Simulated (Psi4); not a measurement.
Psi4 1.11, TPSS/def2-svp: Ti(F)(Cl)3 ([F][Ti]([Cl])([Cl])[Cl]), 5 atoms. The geometry is a generated start, not checked to be a minimum at this level.

- task: energy
- method: tpss
- basis: def2-svp
- memory: 3 GB
- maxiter: 100
- keys of the molecule block: symmetry c1
- scf_type: df (default)
- guess: auto, which took SAD (default)
- scf_initial_accelerator: adiis (default)
- e_convergence: 1e-06 (default)
- d_convergence: 1e-06 (default)
- dft_radial_points: 75 (default)
- dft_spherical_points: 302 (default)
- basis functions: 99
- grid points: 109259

```xyz
5

Ti     0.1004     0.0526    -0.0861
F      1.2981     0.6824    -1.1014
Cl     0.9107    -0.8937     1.6174
Cl    -1.0977    -1.3890    -1.0573
Cl    -1.2114     1.5477     0.6274
```

Charge 0 and multiplicity 1 are set for this test and not shown to be the ground state.

One run each on 2 threads. Values of diis_max_vecs tried: 3, 6, 10 (default), 20.

Predict the course of the SCF iterations along this series.

Fewest SCF iterations, within one of each other: 6 with 11, 10 (default) with 10, 20 with 10. The run ends without SCF convergence in 100 iterations at 3.

| diis_max_vecs | SCF iterations | end |
|---|---|---|
| 3 | 100 | no convergence |
| 6 | 11 | same solution |
| 10 (default) | 10 | same solution |
| 20 | 10 | same solution |
